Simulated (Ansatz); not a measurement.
Results of r²SCAN (Ansatz, a program for electronic structure, PAW) for As (model structure, started from the fcc type, Fm-3m, No. 225, 1 atom in the cell).

Run with plane-wave cutoff 560 eV, 22×22×22 k mesh, Fermi–Dirac smearing 0.05 eV, scalar-relativistic PAW data made under PBE.

Cell (relaxed at this level):

```
CELL_PARAMETERS angstrom
      0.00000     2.12106     2.12106
      2.12106     0.00000     2.12106
      2.12106     2.12106     0.00000
ATOMIC_POSITIONS crystal
  As 0.00000 0.00000 0.00000
```

Task: What does this level give for the bulk modulus?

Result: 
- bulk modulus = 80.1 GPa

The run finds no gap.

Note: the bulk modulus is −V dP/dV from two relaxed cells at ±2 % in volume; the relaxation could raise the start's symmetry but not lower it, so the cell can be a saddle point.

Computed values are for the static lattice.

A model structure was made by putting elements into a prototype or built by hand; it is no filed structure, need not be a known phase, and can be a saddle point held by its symmetry.
